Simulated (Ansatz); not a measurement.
**Response to strain in ZnSe**

The reference is ZnSe in the zinc blende structure (space group F-43m, No. 216).

```
CELL_PARAMETERS angstrom
      0.00000     2.83278     2.83278
      2.83278     0.00000     2.83278
      2.83278     2.83278     0.00000
ATOMIC_POSITIONS crystal
  Zn 0.00000 0.00000 0.00000
  Se 0.25000 0.25000 0.25000
```

Strains are applied to the cell and any free atomic positions relax.

All numbers come from r2SCAN, PAW, 500 eV (Ansatz, an electronic-structure program; no spin-orbit coupling).

| isotropic strain (%) | pressure (GPa) |
|---|---|
| 0 | 0.0 |
| 0.5 | -1.0 |
| 1 | -1.8 |
| 1.5 | -2.6 |
| 2 | -3.4 |
| 2.5 | ? |
| 3 | -4.8 |

Fit P = P₀ − Bδ + Cδ² with δ = (1 + ε)³ − 1 to the rows shown and predict the withheld row.

Least squares on the printed values gives P₀ = 0.0 GPa, B = 62.1 GPa, C = 116 GPa (largest residual 0.1 GPa); this predicts -4.1 GPa, and the run gives -4.1 GPa, in agreement.

No phonon test of stability was made.
